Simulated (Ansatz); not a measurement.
Ansatz (a quantum-chemistry and plane-wave program) run on VH2 (I4mm, 3 atoms in the cell): relaxation of the atoms.

Computed with LDA (PW92), default PAW files made with PBE (plane waves; Ansatz).

The change in words: one atom moved by 0.15 angstrom; relax: default → atoms; relax.f_tol: default → 0.03 eV/Å. Reference geometry:
```xyz
3
Lattice="0.0000 2.1039 2.1039 2.1039 0.0000 2.1039 2.1039 2.1039 0.0000" Properties=species:S:1:pos:R:3 pbc="T T T"
V      0.0000     0.0000     0.0000
H      3.1558     3.1558     3.1558
H      1.0519     1.0519     1.0519
```

Reference input (self-consistent single point, DFT, LDA (PW92), plane waves, default PAW files made with PBE): basis.ecutwfc = 420 eV; kpoints.mp_grid.grid = 13 13 13; hamiltonian.xc = lda; hamiltonian.pseudopotentials = {kind: paw} (the program's default PAW files); scf.occupations.method = gaussian; scf.occupations.width = 0.1 eV. This run's input differs from it in these lines:

```diff
@@ -7,3 +7,3 @@
   atoms:
-    - { symbol: V, position: [0.000000, 0.000000, 0.000000] }
+    - { symbol: V, position: [0.035649, 0.035649, -0.035649] }
     - { symbol: H, position: [0.750000, 0.750000, 0.750000] }
@@ -19,2 +19,4 @@
   occupations: { method: gaussian, width: 0.1 eV }
+relax:
+  f_tol: 0.03
 output:
```

Output, abridged:

```
   [... SCF lines of the steps left out ...]
relax step   1: F+E_penalty+E_count = -2892.51272774 eV  Δ(F+E_penalty+E_count) = +0.000e0 eV  max|allowed force component| = 1.434e0 eV/Å  Δτ_max = 0.0000 Å  (6 SCF iters, dr2 threshold 2.25e-5 eV, accepted)
relax step   2: F+E_penalty+E_count = -2892.60029609 eV  Δ(F+E_penalty+E_count) = -8.757e-2 eV  max|allowed force component| = 6.021e-1 eV/Å  Δτ_max = 0.0574 Å  (6 SCF iters, dr2 threshold 1.00e-4 eV, accepted)
relax step   3: F+E_penalty+E_count = -2892.61946801 eV  Δ(F+E_penalty+E_count) = -1.917e-2 eV  max|allowed force component| = 4.279e-3 eV/Å  Δτ_max = 0.0422 Å  (6 SCF iters, dr2 threshold 2.27e-5 eV, accepted)
relax step   4: F+E_penalty+E_count = -2892.61946801 eV  Δ(F+E_penalty+E_count) = -7.321e-11 eV  max|allowed force component| = 4.279e-3 eV/Å  Δτ_max = 0.0000 Å  (6 SCF iters, accepted)
the relaxation is at rest under the 8 symmetry operations that the run kept from its start: a minimum is not shown …
Stability not checked: this state was not tested for a lower state beside it, because too few of the mixer's solves of this state at the end of the SCF gave a …
Free energy (F): -2892.619468 eV
Internal energy: -2892.611821 eV  (E = F + TS)
E sigma→0 (E₀):  -2892.615644 eV
Entropy (-TS):   -0.007647 eV (-2.549 meV/atom)
Fermi energy:    13.438944 eV
--- Forces (eV/Å), atoms counted from 1 ---
  atom   1  V      0.00000000     0.00000000    -0.00427939
   [... lines left out ...]
  F+E_penalty+E_count = -2892.61946801 eV   max|allowed force component| = 4.279e-3 eV/Å
  atoms:
    - { symbol: V, position: [0.011955210108564584, 0.011955210108564584, -0.011955210108564584] }
    - { symbol: H, position: [0.7618468949457178, 0.7618468949457178, 0.7381531050542822] }
    - { symbol: H, position: [0.2618468949457177, 0.2618468949457177, 0.23815310505428228] }
```

The run converged.  The full log also holds: “iter 5 did not close the SCF: its close was put off for the readings that it lacked (scf_convergence_deferred on its scf_iter line)”. The full log also holds: “iter 4 did not close the SCF: its close was put off for the readings that it lacked (scf_convergence_deferred on its scf_iter line)”.

Summary of the result:
```
Item                                                     Value
-----------------------------------------------  -------------
Free energy E − TS (on the zero of these files)  -2892.6195 eV
Fermi level (on the code's own zero)                  13.44 eV
Pressure                                             -9.64 GPa
Largest force (vector length)                       0.004 eV/Å
Relaxation steps                                             4
```

The starting cell comes from a database of computed structures (which also holds hypothetical and non-ambient phases and stackings), without a prior relaxation at this level. Its lattice was rescaled by up to half a per cent. For this run, on top of that: one atom moved by 0.15 angstrom. Spin polarisation is off. The relaxation keeps the symmetry of its start, so its end need not be a minimum. Ansatz's pressure includes its estimate of the finite-basis (Pulay) stress.

Keys are those of Ansatz 0.2.
